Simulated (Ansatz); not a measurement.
Base system: Mo in the bcc (W type) structure (space group Im-3m, No. 229; a = 3.1300 Å; relaxed with 0.1 eV smearing).

The values are results of plane-wave PAW DFT at the PBEsol level (Ansatz, a quantum-chemistry and plane-wave program, 420 eV), spin-orbit coupling left out, not measurements.

Before the change:

The pressure is 0.0 GPa and the band gap is zero.

It is then changed as follows: an isotropic linear strain of +2.50 %; the atoms relax in the strained cell.

Problem. Predict the new pressure, energy relative to the base and band gap.

Solution. The pressure goes from zero to -17.7 GPa; the energy grows by 70 meV/atom; the band gap stays zero.

No phonon test of stability was made. All final runs are without spin polarisation.
